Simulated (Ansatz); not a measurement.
Equilibrium lattice constant a of VSi (model structure, from the rocksalt type, Fm-3m, No. 225) at several levels of theory

No measured value is used here.

| level (code) | value (Å) |
|---|---|
| PBE (Ansatz) | 4.887 |
| PBEsol (Ansatz) | 4.834 |
| PBE-D3(BJ) (Ansatz) | 4.820 |
| r²SCAN (Ansatz) | 4.868 |

PBE, PBEsol, PBE-D3(BJ), r²SCAN: the starting moments vanished in the run, and other orders were not tried. Ansatz's density-functional and Hartree–Fock values are scalar-relativistic unless marked +SOC, with PAW data made under PBE.

A model structure was made by putting elements into a prototype or built by hand; it is no filed structure, need not be a known phase, and can be a saddle point held by its symmetry.

Ansatz is an electronic-structure program.
